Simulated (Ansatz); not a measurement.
Defect migration in orthorhombic CsPbCl3: interstitial F, charge state -1. The step: several atoms move together, F the farthest; the atom moves 3.61 Å along (0.00, 0.32, 0.00) of the unit cell; the moving atom starts with neighbours Pb at 2.34, Pb at 2.56 Å and ends with Pb at 2.34, Pb at 2.56 Å. A PBE band in Ansatz (plane-wave PAW, the Γ point alone, 80 host sites, 125 SCF runs with any check of the saddle's order, static, no finite-size correction) gives a forward barrier of 0.30 eV. The saddle point's order was not checked, and it lies on a symmetry element of the cell, where a band can be held. The charge state is imposed; whether it is stable for some Fermi level was not computed. Sites that were not tried may lie lower.

Single points at the band's start and saddle point can refine it. Rough cost of one point, in units of the band's mean SCF on the same machine:

```
Level                                             Cost of one point
------------------------------------------------  -----------------
PBE, a 2×2×2 k-point mesh shifted by half a step            about 9
r2SCAN at 500 eV, the Γ point alone                         about 3
```

**Question.** Which of these move the barrier by more than 0.1 eV, and how far does each move it?

**Answer.** PBE, a 2×2×2 k-point mesh shifted by half a step: -0.14 eV; r2SCAN at 500 eV, the Γ point alone: -0.01 eV. Each functional is compared with PBE at the same k-points.

Ansatz is a program for electronic structure.
